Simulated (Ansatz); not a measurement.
# Worked example: self-consistent single point of TaN (P31m, 6 atoms in the cell) in Ansatz

Method of the run: PBEsol, default PAW files made with PBE (plane waves; Ansatz, a first-principles code).

This input was run:

Ansatz 0.2 input:
```yaml
crystal:
  lattice:
    - [5.23454200, 0.00000000, 0.00000000]
    - [-2.61727100, 4.53324600, 0.00000000]
    - [0.00000000, 0.00000000, 2.92932400]
  atoms:
    - { symbol: Ta, position: [0.00000000, 0.00000000, 0.01706900] }
    - { symbol: Ta, position: [0.33333300, 0.66666700, 0.50000000] }
    - { symbol: Ta, position: [0.66666700, 0.33333300, 0.50000000] }
    - { symbol: N, position: [0.39239000, 0.00000000, 0.00000000] }
    - { symbol: N, position: [0.60761000, 0.60761000, 0.00000000] }
    - { symbol: N, position: [0.00000000, 0.39239000, 0.00000000] }
basis:
  ecutwfc: 420.0
kpoints:
  mp_grid: { grid: [5, 5, 8] }
hamiltonian:
  xc: pbesol
  pseudopotentials: { kind: paw }
scf:
  occupations: { method: fermi_dirac, width: 0.1 }
output:
  forces: true
  eigenvalues: true
  stress: true
```

Output, abridged:

```
WARN the atoms were moved onto the symmetric positions of the space group found under crystal.symmetry.tolerance 1.0e-5 (fractional …
WARN ansatz: RAYON_NUM_THREADS=1 ignored (pool sized by the plan → 1); use --threads N
Pseudopotentials: kind: paw
Pseudopotential: Ta, paw, valence charge 13
Pseudopotential: N, paw, valence charge 5
Crystal: 6 atoms, lattice volume = 69.511 Å³
Basis set: ecut = 420 eV, 1323 PW (Γ), exchange–correlation on 72×72×40 points (8 copies of the dense FFT grid, shifted against one another)
Bands: 33, of which v1, the nominal top of the filled ones, is band 27 counted from 1 (26 counted from 0)
Symmetry: 6 space group operations
Space group: P31m (ITA 157), of the structure as read, at distance tolerance 4.1e-5 Å
k-points: 31 of 200 (time reversal used)
PAW frozen core: Ta, regenerated for the run's functional, and the local potential with it
PAW frozen core: N, regenerated for the run's functional, and the local potential with it
Initial density: superposition of atomic densities (neutral atoms: chi_scale 0, normalization atom), corrected by the library's trained network
Initial wavefunctions: pseudopotential atomic-orbital guess
Eigensolver: davidson
Functional: x = pbesol(κ = 0.804, μ = 0.12345679012345678), c = pbesol(β = 0.046)
SCF iter   1: F=—  HF=-30562.928238 eV  |F-HF|=—  |Δ(HF+E_count)|=         —  Δρ=1.16e-2  dr2=8.88e-2  ethr=1.77e-3  ⟨swp⟩=5.5  Hψ=4193  notcnv=0
all-band conjugate gradients solve this SCF's bands
preconditioner: auto → Resta (q_TF=auto, 2.616 Å⁻¹)
SCF iter   2: F=—  HF=-30562.911839 eV  |F-HF|=—  |Δ(HF+E_count)|=   1.64e-2  Δρ=4.36e-3  dr2=8.58e-3  ethr=1.64e-4  ⟨swp⟩=2.1  Hψ=1584  notcnv=0
SCF iter   3: F=—  HF=-30562.910956 eV  |F-HF|=—  |Δ(HF+E_count)|=   8.83e-4  Δρ=2.27e-3  dr2=2.58e-3  ethr=1.59e-5  ⟨swp⟩=2.2  Hψ=1390  notcnv=0
SCF iter   4: F=—  HF=-30562.910596 eV  |F-HF|=—  |Δ(HF+E_count)|=   3.59e-4  Δρ=3.21e-4  dr2=5.31e-5  ethr=4.78e-6  ⟨swp⟩=2.0  Hψ=1473  notcnv=0
SCF iter   5: F=—  HF=-30562.910624 eV  |F-HF|=—  |Δ(HF+E_count)|=   2.82e-5  Δρ=1.09e-4  dr2=1.60e-5  ethr=9.83e-8  ⟨swp⟩=2.0  Hψ=1503  notcnv=0
SCF iter   6: F=—  HF=-30562.910622 eV  |F-HF|=—  |Δ(HF+E_count)|=   2.74e-6  Δρ=2.18e-5  dr2=1.80e-7  ethr=2.95e-8  ⟨swp⟩=2.0  Hψ=1341  notcnv=0
SCF iter   7: F=-30562.910622 eV  HF=-30562.910622 eV  |F-HF|=2.56e-9  |Δ(HF+E_count)|=   2.63e-8  Δρ=3.22e-6  dr2=5.22e-9  ethr=1.85e-10  ⟨swp⟩=5.8  Hψ=3917  notcnv=0
SCF 1 converged in 7 iterations: F = -30562.910622 eV  dr2 = 5.22e-9
SCF converged after 7 iterations
Free energy (F): -30562.910622 eV
Harris-Foulkes:  -30562.910622 eV  (|F-HF|=2.56e-9)
Internal energy: -30562.883684 eV  (E = F + TS)
E sigma→0 (E₀):  -30562.897153 eV
Entropy (-TS):   -0.026938 eV (-4.490 meV/atom)
Fermi energy:    19.207432 eV
--- Per-component energies (eV) ---
  E_band       = -247.754166
  E_kinetic    = 1491.457379
  E_local      = -2077.369248  (includes V_loc(G=0)·N_el)
  E_nonlocal   = 187.511126
  E_hartree    = 698.173829
  E_xc         = -831.099332
  E_vxc        = -841.600434  (∫ρ·V_xc dr)
  E_paw        = -25185.519823  (= ΣΔE_a)
  E_vpaw       = -404.100720  (= ΣTr[D̂ρ^β])
  E_aug_tail   = 0.000732  (compensation charges beyond the density's cutoff)
  E_ewald      = -4846.763582
  E_core_change = 0.725236  (= ΣΔE_core)
  E_smearing   = -0.026938  (= −TS)
  E_closure    = -0.000000  (closes the sum)
  Σ components = -30562.910622   (vs F -30562.910622, Δ=0.00e0)
--- Forces (eV/Å), atoms counted from 1 ---
  atom   1  Ta     0.00000000     0.00000000    -0.56683073
  atom   2  Ta    -0.00000000    -0.00000000     0.04019645
  atom   3  Ta     0.00000000     0.00000000     0.04019645
  atom   4  N     -0.06150217    -0.00000000     0.16214543
  atom   5  N      0.03075108     0.05326244     0.16214543
  atom   6  N      0.03075108    -0.05326244     0.16214543
  max |Σ_I F_I| component: 1.55e-6 eV/Å
--- Stress (GPa, compression-positive) ---
       -9.497460      -0.000000       0.000000
       -0.000000      -9.497460       0.000000
       -0.000000       0.000000     -11.224579
  P = ⅓ Tr σ = -10.0732 GPa (-100.732 kbar)
  The stress holds the Pulay correction. Without it, at fixed plane waves, as pw.x and ABINIT print it: P = -10.5177 GPa
--- Band table (eV; the first three rows and the last of 31) ---
  k-point 0: bands = ["-50.2398", "-50.1990", "-49.6037", "-17.0249", "-17.0249", "-16.6915", "-16.6915", "-16.5311", "-16.4314", "-16.2636", "-16.2636", "-15.6513", "0.9804", "3.6187", "3.6187", "9.8611", "12.6350", "12.6350", "12.7168", "13.4728", [...]
  k-point 1: bands = ["-50.2337", "-50.1932", "-49.5984", "-17.0050", "-17.0050", "-16.6706", "-16.6706", "-16.6552", "-16.5425", "-16.2616", "-16.2616", "-15.7471", "1.2613", "3.5455", "3.5455", "10.3604", "12.3680", "12.3680", "12.9328", [...]
  k-point 2: bands = ["-50.2190", "-50.1790", "-49.5857", "-16.9565", "-16.9565", "-16.9445", "-16.8030", "-16.6177", "-16.6177", "-16.2592", "-16.2592", "-15.9725", "1.9812", "3.3590", "3.3590", "11.6483", "11.8093", "11.8093", "12.1627", [...]
  k-point 30: bands = ["-50.2175", "-50.2092", "-49.5987", "-17.0540", "-16.8949", "-16.7883", "-16.6141", "-16.5882", "-16.5722", "-16.2888", "-16.2785", "-15.7475", "2.3780", "2.6344", "3.2762", "10.7107", "11.2399", "11.3599", "13.1940", [...]
```

The run converged in 7 iterations.

The starting cell comes from a database of computed structures (which also holds hypothetical and non-ambient phases and stackings), without a prior relaxation at this level. Its lattice was rescaled by up to half a per cent. One atom was moved a little off its site on purpose. Spin-orbit coupling is off. Spin polarisation is off. With a pressure of about -10 GPa the cell is away from its equilibrium volume at this level. Ansatz's pressure includes its estimate of the finite-basis (Pulay) stress.
